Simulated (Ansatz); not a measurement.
The starting structures come from a database of crystals and need not be the phases stable at ambient conditions.

 Where the default PAW files enter, the runs use the earlier of Ansatz's two default sets.

Tunnelling through a barrier is set by its complex band structure: the current falls as exp(−2κd) with the smallest κ.

Here is the system:

```
CdIn2Se4
1.0
    5.83927     0.00000     0.00000
    0.00000     5.83927     0.00000
    2.91963    -2.91963     5.99435
Cd In Se
1 2 4
Direct
  0.50000   0.50000   0.00000
  0.25000   0.25000   0.50000
  0.75000   0.75000   0.50000
  0.65657   0.34343   0.23484
  0.34343   0.10859   0.76516
  0.10859   0.89141   0.23484
  0.89141   0.65657   0.76516
```

Space group of this cell: I-42m. The cell is taken as given; by PBEsol its mean pressure is -0.9 GPa.

Transport runs along the normal of the first two printed cell vectors, the (001) plane of the conventional cell.

The gap is the functional's own, uncorrected, and κ follows it; spin-orbit coupling is left out. Mid-gap values are interpolated between the computed energies.

**Question.** Compute, with PBEsol in Ansatz (a program for electronic structure), the band gap and the smallest decay constant κ at mid-gap.

**Answer.** Gap 0.72 eV on a 6×6×6 mesh; κ = 0.080 1/Å, at the zone centre.
